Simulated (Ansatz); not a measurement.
Mg2Si (Fm-3m), HSE06, rigid bands (Ansatz, an electronic-structure program): band gap 0.56 eV, N_c = 1.16e19 cm⁻³ and N_v = 6.33e19 cm⁻³ at 300 K, conductivity masses of 0.273 mₑ (electrons) and 0.370 mₑ (holes). Take k_BT = 0.02585 eV.

Problem. A film of it is 8 nm thick. Estimate the confinement energies in an infinite well.

Solution. ħ²π²/(2m t²) = 0.376 eV·nm²/(m/mₑ × t²) gives 21.5 meV for electrons and 15.9 meV for holes, so the gap would widen to about 0.60 eV. Finite barriers and nonparabolic bands lower this, and with several valleys or bands the heaviest mass along the normal sets the lowest level, not this average.

Problem. What built-in voltage has an abrupt junction with N_A = 1e17 and N_D = 1e18 cm⁻³, all dopants ionised?

Solution. V_bi = E_g/e − (k_BT/e) ln(N_c N_v/(N_A N_D)) = 0.56 − 0.02585 × 8.90 = 0.33 V. It follows the computed gap one for one.

Problem. Find the intrinsic carrier density and the intrinsic Fermi level.

Solution. n_i = √(N_c N_v) exp(−E_g/2k_BT) = 2.71e19 × exp(−10.83) = 5.4e14 cm⁻³. The level lies (k_BT/2) ln(N_v/N_c) = 22 meV from mid-gap (positive towards the conduction band). Each 0.1 eV added to the gap lowers n_i by a factor of 6.9.

Rigid, parabolic bands with the computed gap; masses take one relaxation time for all states. Spin-orbit coupling is left out; where it splits the top of the valence band, N_v and the p-type Seebeck coefficient come out somewhat high without it. Geometry: cell and atoms relaxed with PBEsol.
